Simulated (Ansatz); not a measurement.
Structure of amorphous Te16Zn4O36 (periodic cell):

```xyz
56
Lattice="10.6968 -0.7954 -0.0021 -0.7954 10.0681 -0.3481 -0.0021 -0.3481 9.7407" Properties=species:S:1:pos:R:3 pbc="T T T"
Te     5.6714     0.1569     2.9332
Te     7.4903     6.0065     8.7192
Te     9.7775     3.9869     0.5021
Te     9.6971     1.5983     5.9337
Te     5.4330     5.1755     3.2261
Te     1.6972     4.8765     7.7354
Te     8.6441     8.0835     4.6467
Te     2.4373     6.6875     5.0155
Te     9.7129    -0.6260     9.3112
Te     6.1933     3.6444     6.9657
Te     8.6893     4.1530     3.8743
Te     1.9382     1.4040     6.8985
Te     6.0883     0.0309     6.5583
Te     3.9477     7.3177     0.9567
Te     2.2775     0.3164     1.2498
Te     2.7817     2.9431     3.9517
Zn     8.9859     0.6776     2.5661
Zn     4.4451     6.7776     7.5240
Zn    -0.1610     7.9921     7.2667
Zn     9.5841     7.4418     1.6421
O      9.0145     2.2079     3.9013
O      7.2569     4.2067     2.5743
O      3.5640     2.0359     5.4065
O      9.1449     5.8034     0.3340
O     -0.3898     8.9932     5.5488
O      6.5243     8.9410     6.8759
O      6.0631     5.6917     7.1994
O      1.2874     6.7484     7.0062
O      5.0055     8.2823     2.3606
O      7.6133     4.0002     8.2884
O      7.1345     0.6405     1.9219
O      2.6956     2.7414     7.9502
O      9.8143    -0.6239     3.7432
O      9.8105     3.3856     6.3010
O      4.6045     3.4132     3.1515
O      0.7410     8.8759     1.6892
O      3.2364     5.5460     8.5790
O      2.7679     4.9434     5.8036
O      8.3802     8.4016     0.4184
O      3.2363     9.6369     0.7777
O      8.9963     6.6936     3.3718
O     10.1224     4.1470     2.3829
O      5.0186     7.5093     9.2783
O      5.2026     5.7180     1.3842
O      0.0898     1.8031     7.6303
O      0.9753     2.2339     5.3159
O      3.4734     6.0005     3.4584
O      2.7039     1.2654     2.9804
O     10.1604     0.9517     0.9724
O      6.8640     3.9245     5.2260
O      8.6695     6.6217     7.4198
O      7.0769     1.6682     6.9482
O      3.8214     7.6431     5.8896
O      6.6713    -0.0604     4.6653
O     -0.0162     9.4847     8.6255
O      0.8464     5.2186     0.0293
```

Method: PBE, scalar-relativistic without spin-orbit coupling (plane waves to 420 eV, PAW; Ansatz, an electronic-structure program).

A CHGNet melt-quench gave the starting glass, which DFT then relaxed. O atoms were pushed apart under 1.9 Å during the dynamics, to hinder bonds among them. The hot cell started wider than the set density and was brought back towards it in steps. It is the lowest in DFT energy of 2 quenches. It is a model cell: composition and starting density were chosen by hand, and all elements were melted together. No dispersion term was used. Its density started from a set value of 5.28 and ended at 4.59 g/cm³. Cooling (nominally 310 K/ps over its main leg) ran many orders faster than in experiment, which tends to leave more defects and strain. Values belong to this one cell and scatter from quench to quench. Volume and shape were free in the relaxation. On a 2×2×2 Γ-centred mesh force components of up to 0.16 eV/Å stay, since the relaxation ran on the zone centre alone.

Bonds are counted up to Te-Te 3.23 Å, Te-Zn 2.86 Å, Te-O 2.44 Å, Zn-Zn 2.68 Å, Zn-O 2.26 Å, O-O 1.58 Å. Two cations that share two anions don't count as bonded, nor two that share one unless they lie closer than Te-Te 2.95 Å, Te-Zn 2.78 Å, Zn-Zn 2.61 Å.

Task: Give the coordination numbers, mean bond lengths and angles.

Result: 
- Mean coordination of Te by anions = 3.69 (6 with 3, 9 with 4, 1 with 5)
- Mean coordination of Zn by anions = 4.00 (4 with 4)
- Mean coordination of O = 2.08 (2 with 1, 29 with 2, 5 with 3)
- Mean Te-O bond = 2.021 Å (spread 0.150 Å, 59 counted)
- Mean Zn-O bond = 1.989 Å (spread 0.049 Å, 16 counted)
- Bond angle at Te = mean 99.6°, spread 25.9°
- Bond angle at Zn = mean 108.8°, spread 12.2°
- Bond angle at O = mean 120.9°, spread 13.0°

Task: Which atoms depart from the most common coordination of their element?

Result: Te1 has 3 (O31 1.84 Å, O29 1.96 Å, O54 2.01 Å; O40 at 2.51 Å just beyond); Te3 has 3 (O56 1.88 Å, O42 1.92 Å, O24 1.93 Å); Te6 has 5 (O37 1.88 Å, O28 2.05 Å, O56 2.21 Å, O38 2.21 Å, O32 2.37 Å); Te7 has 3 (O33 1.89 Å, O25 1.89 Å, O41 1.92 Å); Te9 has 3 (O39 1.91 Å, O49 1.92 Å, O55 1.95 Å); Te13 has 3 (O26 1.82 Å, O52 1.95 Å, O54 1.98 Å); Te15 has 3 (O36 1.86 Å, O40 1.91 Å, O48 2.02 Å); O21 has 3 (Te11 1.97 Å, Zn17 2.03 Å, Te4 2.23 Å); O24 has 3 (Te3 1.93 Å, Zn20 2.14 Å, Te2 2.21 Å); O26 has 1 (Te13 1.82 Å); O27 has 3 (Zn18 1.98 Å, Te10 2.06 Å, Te2 2.11 Å); O28 has 3 (Zn19 1.93 Å, Te6 2.05 Å, Te8 2.30 Å); O34 has 1 (Te4 1.83 Å); O46 has 3 (Te12 2.03 Å, Te4 2.08 Å, Te16 2.37 Å).

Task: List the pairs of like atoms that count as bonded by the rules above.

Result: There are none by these rules.
